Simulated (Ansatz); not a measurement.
ZnSe, response to strain

The parent structure is ZnSe in the zinc blende structure (space group F-43m, No. 216; a = 5.6656 Å).

Strains are applied to the cell and any free atomic positions relax.

All numbers come from plane-wave PAW DFT at the r2SCAN level (Ansatz, an electronic-structure program, 500 eV), scalar-relativistic without spin-orbit coupling.

```json
[
 {"isotropic strain (%)": "-3", "pressure (GPa)": "7.3"},
 {"isotropic strain (%)": "-2.5", "pressure (GPa)": "5.9"},
 {"isotropic strain (%)": "-2", "pressure (GPa)": "4.5"},
 {"isotropic strain (%)": "-1.5", "pressure (GPa)": "?"},
 {"isotropic strain (%)": "-1", "pressure (GPa)": "2.1"},
 {"isotropic strain (%)": "-0.5", "pressure (GPa)": "1.0"},
 {"isotropic strain (%)": "0", "pressure (GPa)": "0.0"}
]
```

Problem. Fit P = P₀ − Bδ + Cδ² with δ = (1 + ε)³ − 1 to the rows shown and predict the withheld row.

Solution. Least squares on the printed values gives P₀ = 0.0 GPa, B = 63.2 GPa, C = 234 GPa (largest residual 0.0 GPa); this predicts 3.3 GPa, and the run gives 3.3 GPa, in agreement.

No phonon test of stability was made.
